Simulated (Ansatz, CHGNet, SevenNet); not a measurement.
# CsCl-type CuZn: properties by level of theory

Reference values: lattice constant a 2.958 Å (measured, temperature not stated, not corrected to a static lattice; as tabulated in First-Principles Study on the Electrical and Thermal Conductivities of Cu–Zn …); formation enthalpy -0.124 eV/atom (measured, temperature not stated, not corrected to a static lattice; as tabulated in Nepal et al. (2020), arXiv:2007.11150).

| level (code) | lattice constant a (Å) | zone-centre TO phonon frequency (cm⁻¹) | formation enthalpy (eV/atom) |
|---|---|---|---|
| CHGNet 0.3.0 | 2.959 | [?] | -0.070 |
| SevenNet-0 | 2.961 | 180 | -0.084 |
| SevenNet-l3i5 | 2.960 | 196 | -0.090 |
| RPBE (Ansatz) | [?] | [?] | -0.085 |
| PBE-D3(BJ) (Ansatz) | [?] | 216 | -0.098 |

Task: Complete the blanks.

Result: 
- CHGNet 0.3.0, zone-centre TO phonon frequency (cm⁻¹): 55
- RPBE (Ansatz, a quantum-chemistry and plane-wave program), lattice constant a (Å): 3.001
- RPBE (Ansatz), zone-centre TO phonon frequency (cm⁻¹): 183
- PBE-D3(BJ) (Ansatz), lattice constant a (Å): 2.911

Differences from the reference values (errors of the level alone only where the reference is corrected to a static lattice):

```
level          lattice constant a (%)  formation enthalpy (eV/atom)
-------------  ----------------------  ----------------------------
CHGNet 0.3.0                    +0.03                        +0.054
SevenNet-0                      +0.10                        +0.040
SevenNet-l3i5                   +0.07                        +0.034
RPBE                            +1.45                        +0.039
PBE-D3(BJ)                      -1.59                        +0.026
```

Nearest: lattice constant a, not ranked (reference at room or unstated temperature); formation enthalpy, not ranked (one source).

Machine-learned potentials (CHGNet 0.3.0, SevenNet-0, SevenNet-l3i5) are trained on DFT data: a solid inside that data is no test of them.

Caveats: the dispersion coefficients are held fixed in the derivatives (PBE-D3(BJ)). Ansatz's density-functional and Hartree–Fock values are scalar-relativistic unless marked +SOC, with PAW data made under PBE.

Differences are worked out from the printed values.

Static lattice: no zero-point or thermal effects.
